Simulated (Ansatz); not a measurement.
Band structure of ZnS (P6_3mc, 8 atoms in the cell).

```
CELL_PARAMETERS angstrom
      3.80895     0.00000     0.00000
     -1.90447     3.29865     0.00000
      0.00000     0.00000    12.45260
ATOMIC_POSITIONS crystal
  Zn 0.66667 0.33333 0.74993
  Zn 0.33333 0.66667 0.24993
  Zn 0.00000 0.00000 0.50000
  Zn 0.00000 0.00000 0.00000
  S  0.66667 0.33333 0.93773
  S  0.33333 0.66667 0.43773
  S  0.00000 0.00000 0.68734
  S  0.00000 0.00000 0.18734
```

Method of the run: PBE, PAW files (plane waves; Ansatz, a program for electronic structure).

Settings: basis.ecutwfc = 420 eV; kpoints.mp_grid.grid = 7 7 2; hamiltonian.xc = pbe; hamiltonian.pseudopotentials = {kind: paw} (the program's default PAW files); scf.occupations.method = fixed; kpoints.band_path.npoints = 8.

The starting cell comes from a database of computed structures (which also holds hypothetical and non-ambient phases and stackings), without a prior relaxation at this level.

**Question.** Predict the gap along the standard path and the places of the band edges.

**Answer.** The gap along the path is 2.18 eV, direct at Γ to within 0.01 eV.

Levels in eV from the top of the valence band on the path, bands 33 to 40:
| point | 33 | 34 | 35 | 36 | 37 | 38 | 39 | 40 |
|---|---|---|---|---|---|---|---|---|
| Γ | -0.47 | -0.03 | 0.00 | 0.00 | 2.18 | 3.20 | 3.40 | 3.65 |
| M | -1.62 | -1.59 | -1.12 | -0.89 | 3.32 | 3.36 | 3.75 | 4.34 |
| K | -2.33 | -1.78 | -1.78 | -1.34 | 4.53 | 4.92 | 4.92 | 5.24 |
| A | -0.15 | -0.15 | -0.15 | -0.15 | 3.03 | 3.03 | 3.32 | 3.32 |
| L | -1.52 | -1.52 | -1.12 | -1.12 | 3.69 | 3.69 | 4.03 | 4.03 |
| H | -1.82 | -1.82 | -1.63 | -1.63 | 4.37 | 4.37 | 5.24 | 5.24 |

Keys are those of Ansatz 0.2.
